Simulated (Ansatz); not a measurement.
Take C in the graphite type structure (space group P6_3/mmc, No. 194; a = 2.458 Å, c = 6.563 Å; layered, stacked along the Cartesian z axis) as the base. Axes: x lies along a and z along c of the hexagonal cell.

All numbers come from PBEsol-D3(BJ) (Ansatz, a first-principles code; PAW; 420 eV plane waves; without spin-orbit coupling).

Base values:

| Quantity | Value |
|---|---|
| Shortest interatomic distance | 1.419 Å |
| Pressure | 0.0 GPa |

The change: the cell is stretched by 5.31 % along x with no lateral relaxation; the atoms relax in the strained cell.

Task: What happens to the energy relative to the base, shortest interatomic distance, largest internal atomic displacement and pressure?

Result: The energy grows by 76 meV/atom; the shortest interatomic distance increases by 0.008 Å, from 1.419 Å to 1.427 Å; the largest internal atomic displacement comes out as 0.037 Å; the pressure (mean of the normal stresses, compression positive) goes from zero to -20.1 GPa.

Stability against distortions was not tested.
